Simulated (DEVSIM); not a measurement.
**Schottky contact on n-type Si**

Structure: Schottky contact on n-type Si, at 400 K.

```tsv
layer (left to right)	material	thickness (μm)	Nd (cm⁻³)	τn (s)	τp (s)
1	Si	2.20	2.3e15	0.00037	0.00037
```

Left contact: Schottky, work function 4.57 eV, emission velocity 3.5e6 cm/s. Right contact: ohmic. Voltage is applied to the left contact. Recombination: SRH at mid-gap. Mobility is constant in doping.

This is a model device: material constants are rounded textbook-type values typed into the input, and sizes, dopings and lifetimes were drawn at random. Values at 300 K; Nc and Nv go as T^1.5, mobilities as T to minus their exponent, the gap by Varshni's rule with the affinity fixed.

```csv
parameter,Si
gap (eV),1.124
affinity (eV),4.05
permittivity,11.7
Nc (cm⁻³),2.86e19
Nv (cm⁻³),3.1e19
μn (cm²/Vs),1417
μp (cm²/Vs),470
T exponent of μn,2.3
T exponent of μp,2.2
Varshni α (eV/K),0.000473
Varshni β (K),636
```

DEVSIM, 1D drift-diffusion, Boltzmann statistics, complete ionisation; no tunnelling, impact ionisation, image-force lowering or self-heating. Metal contacts follow the ideal Schottky-Mott rule: no Fermi-level pinning, no interface dipoles.

```yaml
potential_step_across_the_device_at_zero_bias: 0.180 V
largest_field_in_the_device_at_zero_bias: 10000 V/cm
Dark forward voltage at 100 A/cm²: 0.197 V
```

Dark forward current:

```tsv
V (V)	J (A/cm²)
0.05	10.0
0.15	63
0.25	150
0.35	250
0.45	360
0.50	420
0.60	530
0.70	650
0.80	770
0.90	890
1.00	1000
1.10	1100
1.20	1300
1.30	1400
1.40	1500
1.45	1600
1.55	1700
1.65	1800
1.75	1900
1.85	2000
```

Dark reverse current:

| V (V) | J (A/cm²) |
|---|---|
| -0.40 | -5.5 |
| -1.00 | -5.9 |
| -2.00 | -6.2 |
| -3.00 | -6.3 |
| -4.00 | -6.4 |
| -6.00 | -6.5 |
| -8.00 | -6.5 |
| -10.00 | -6.6 |
| -13.00 | -6.6 |
| -16.00 | -6.7 |
| -20.00 | -6.7 |
